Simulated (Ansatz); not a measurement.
**Equilibrium volume per atom of PtS2 (model structure, started from the 2H-MoS2 type, P6₃/mmc, No. 194, 6 atoms in the cell) at several levels of theory**

No measured value is used here.

| level (code) | value (Å³/atom) |
|---|---|
| PBE (Ansatz) | 19.71 |
| PBEsol (Ansatz) | 17.56 |
| PBE-D3(BJ) (Ansatz) | [?] |

**Question.** Fill in the missing entries.

**Answer.** 
- PBE-D3(BJ) (Ansatz, a program for electronic structure), value (Å³/atom): 17.49

Density-functional levels without +SOC have no spin–orbit coupling. Ansatz's density-functional and Hartree–Fock values are scalar-relativistic unless marked +SOC, with PAW data made under PBE.

A model structure was made by putting elements into a prototype or built by hand; it is no filed structure, need not be a known phase, and can be a saddle point held by its symmetry.
